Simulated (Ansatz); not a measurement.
Levels about the gap of amorphous Zr20O43Y2 (65 atoms in a cell of 848 Å³, 5.27 g/cm³; zone centre alone, so wide bands show as single levels with stretches between that a denser mesh fills), at the geometry that PBE relaxed, where it gives -0.2 GPa on a denser mesh. The participation number counts the atoms over which a state spreads; weights are charges in smoothed Voronoi cells. The levels come from a single point, so bond lengths are those of that geometry. Method of the levels: PBE, scalar-relativistic without spin-orbit coupling (Ansatz, a program for electronic structure). Sampling: the zone centre alone; Fermi-Dirac width 0.02 eV; no spin polarisation. At PBE the levels at the filled edge of the gap are localised (band-tail or defect states).

The cell was made by melting and quenching with the CHGNet potential and then relaxed with DFT. O atoms were pushed apart under 1.9 Å during the dynamics, to hinder bonds among them. The hot cell started wider than the set density and was brought back towards it in steps. It is the lowest in DFT energy of 2 quenches. It is a model cell: composition and starting density were chosen by hand, and all elements were melted together. No dispersion term was used. Its density started from a set value of 5.28 and ended at 5.27 g/cm³. The quench (nominally 380 K/ps over its main leg) was far faster than any real one, so the model tends to hold more defects than a real film. A cell of this size samples the disorder only roughly. Volume and shape were free in the relaxation. Stress components on the final sampling reach 1.3 GPa. Cycles of charging lowered its energy after that relaxation.

```
E - E(highest filled), eV  filling  participation number        largest on  weight O  weight Zr  weight Y
-------------------------  -------  --------------------  ----------------  --------  ---------  --------
-0.39                       filled                  13.9   O, 3 neighbours      0.94       0.06      0.01
-0.32                       filled                  12.1   O, 3 neighbours      0.93       0.06      0.00
-0.24                       filled                  13.5   O, 3 neighbours      0.95       0.04      0.00
-0.16                       filled                  12.5   O, 3 neighbours      0.95       0.05      0.00
-0.13                       filled                  11.6   O, 3 neighbours      0.94       0.05      0.00
-0.10                       filled                  15.5   O, 3 neighbours      0.95       0.05      0.00
0.00                        filled                   4.7   O, 3 neighbours      0.95       0.05      0.00
3.36                         empty                  12.1  Zr, 6 neighbours      0.37       0.63      0.00
3.61                         empty                  17.4  Zr, 6 neighbours      0.35       0.63      0.02
3.70                         empty                  20.7  Zr, 6 neighbours      0.35       0.64      0.01
3.76                         empty                  24.7  Zr, 6 neighbours      0.34       0.64      0.02
3.83                         empty                  15.5  Zr, 6 neighbours      0.33       0.66      0.01
3.89                         empty                  24.9  Zr, 6 neighbours      0.34       0.65      0.01
3.95                         empty                  26.1  Zr, 6 neighbours      0.35       0.64      0.01
```

Most localised among these is the filled level at +0.00 eV, on a O atom, which has 3 neighbours (Zr 2.06 Å, Zr 2.09 Å, Zr 2.41 Å).
